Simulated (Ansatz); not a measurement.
Input and output of a relaxation of the atoms for LaGa (Cm, 4 atoms in the cell) (Ansatz, a quantum-chemistry and plane-wave program).

Method of the run: LDA (PW92), default PAW files made with PBE (plane waves; Ansatz).

The change in words: one atom moved by 0.15 angstrom; relax: default → atoms; relax.f_tol: default → 0.005 eV/Å. Reference geometry:
```
CELL_PARAMETERS angstrom
      2.30652    -5.75041     0.00000
      2.30652     5.75041     0.00000
      0.00000     0.00000     4.27854
ATOMIC_POSITIONS crystal
  La 0.86046 0.13954 0.25000
  La 0.13954 0.86046 0.75000
  Ga 0.56722 0.43278 0.25000
  Ga 0.43278 0.56722 0.75000
```

Reference input (self-consistent single point, DFT, LDA (PW92), plane waves, default PAW files made with PBE): basis.ecutwfc = 420 eV; kpoints.mp_grid.grid = 7 7 7; hamiltonian.xc = lda; hamiltonian.pseudopotentials = {kind: paw} (the program's default PAW files); scf.occupations.method = gaussian; scf.occupations.width = 0.1 eV. This run's input differs from it in these lines:

```diff
@@ -6,3 +6,3 @@
   atoms:
-    - { symbol: La, position_ang: [2.306515, -4.145588, 1.069634] }
+    - { symbol: La, position_ang: [2.306515, -4.145588, 1.219635] }
     - { symbol: La, position_ang: [2.306515, 4.145588, 3.208902] }
@@ -19,2 +19,4 @@
   occupations: { method: gaussian, width: 0.1 }
+relax:
+  f_tol: 0.005
 output:
```

Output, abridged:

```
   [... SCF lines of the steps left out ...]
relax step   1: F+E_penalty+E_count = -19568.38029496 eV  Δ(F+E_penalty+E_count) = +0.000e0 eV  max|allowed force component| = 3.461e-1 eV/Å  Δτ_max = 0.0000 Å  (7 SCF iters, dr2 threshold 6.25e-7 eV, accepted)
relax step   2: F+E_penalty+E_count = -19568.40706823 eV  Δ(F+E_penalty+E_count) = -2.677e-2 eV  max|allowed force component| = 4.570e-2 eV/Å  Δτ_max = 0.0937 Å  (5 SCF iters, dr2 threshold 7.49e-6 eV, accepted)
relax step   3: F+E_penalty+E_count = -19568.40782569 eV  Δ(F+E_penalty+E_count) = -7.575e-4 eV  max|allowed force component| = 9.742e-3 eV/Å  Δτ_max = 0.0200 Å  (6 SCF iters, dr2 threshold 1.31e-7 eV, accepted)
relax step   4: F+E_penalty+E_count = -19568.40784613 eV  Δ(F+E_penalty+E_count) = -2.044e-5 eV  max|allowed force component| = 2.448e-3 eV/Å  Δτ_max = 0.0020 Å  (6 SCF iters, accepted)
the relaxation is at rest under the 2 symmetry operations that the run kept from its start: a minimum is not shown …
Free energy (F): -19568.407846 eV
Internal energy: -19568.386718 eV  (E = F + TS)
E sigma→0 (E₀):  -19568.397282 eV
Entropy (-TS):   -0.021128 eV (-5.282 meV/atom)
Fermi energy:    9.823396 eV
--- Forces (eV/Å), atoms counted from 1 ---
  atom   1  La     0.00000000    -0.00222618    -0.00014172
  atom   2  La     0.00000000     0.00221517     0.00006255
  atom   3  Ga     0.00000000     0.00244788     0.00006264
  atom   4  Ga     0.00000000    -0.00243682     0.00001342
--- Stress (GPa, compression-positive) ---
       -4.819119       0.000000       0.000000
   [... lines left out ...]
  atoms:
    - { symbol: La, position: [0.8622739198387137, 0.1377260801612863, 0.25878151380344216] }
    - { symbol: La, position: [0.13772582379162596, 0.8622741762083741, 0.7587526017463775] }
    - { symbol: Ga, position: [0.56699573080621, 0.43300426919379, 0.25875683925827914] }
    - { symbol: Ga, position: [0.43300452556345026, 0.5669954744365497, 0.758767999937169] }
```

The run converged. 

Summary of the result:
| Quantity | Result |
|---|---|
| Free energy E − TS (on the zero of these files) | -19568.4078 eV |
| Fermi level (on the code's own zero) | 9.82 eV |
| Pressure | -4.57 GPa |
| Largest force (vector length) | 0.002 eV/Å |
| Relaxation steps | 4 |

The starting cell comes from a database of computed structures (which also holds hypothetical and non-ambient phases and stackings), without a prior relaxation at this level. Its lattice was rescaled by up to half a per cent. For this run, on top of that: one atom moved by 0.15 angstrom. Ansatz's pressure includes its estimate of the finite-basis (Pulay) stress.

Cost on one core of a shared machine: roughly 3 min.

Keys are those of Ansatz 0.2.
